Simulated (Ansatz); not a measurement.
Data:

```xyz
6
Lattice="4.3675 0.0122 0.0000 0.0149 5.3332 0.0000 0.0000 0.0000 3.3445" Properties=species:S:1:pos:R:3 pbc="T T T"
Fe     2.1912     2.6727     1.6722
Fe     0.0000     0.0000     0.0000
S      3.1019     4.6711     1.6722
S      0.9139     3.3381     0.0000
S      3.4685     2.0073     0.0000
S      1.2805     0.6743     1.6722
```

No spin polarisation.

Calculations: PBEsol in Ansatz (plane waves to 420 eV, PAW, without spin-orbit coupling), earlier PAW set. Settings: 8×6×10 k-points, 0.05 eV Fermi–Dirac smearing.

Question: Predict the stress, smallest direct gap and gap character.

Answer: 
- Stress (xx, yy, zz, yz, xz, xy; compression positive) = (0.00, 0.01, 0.01, 0.00, 0.00, -0.92) GPa
- Smallest direct gap = 1.22 eV
- Gap character = indirect, Y₂–Γ (22 % along) → D

The cells carry an imposed strain or load. Stability against distortions was not tested. All final runs are without spin polarisation. The cell was made from FeS2 (space group Pnnm, No. 58; non-magnetic) by this change: tensor shear ε_xy = +0.28 %.

Ansatz is a program for electronic structure.
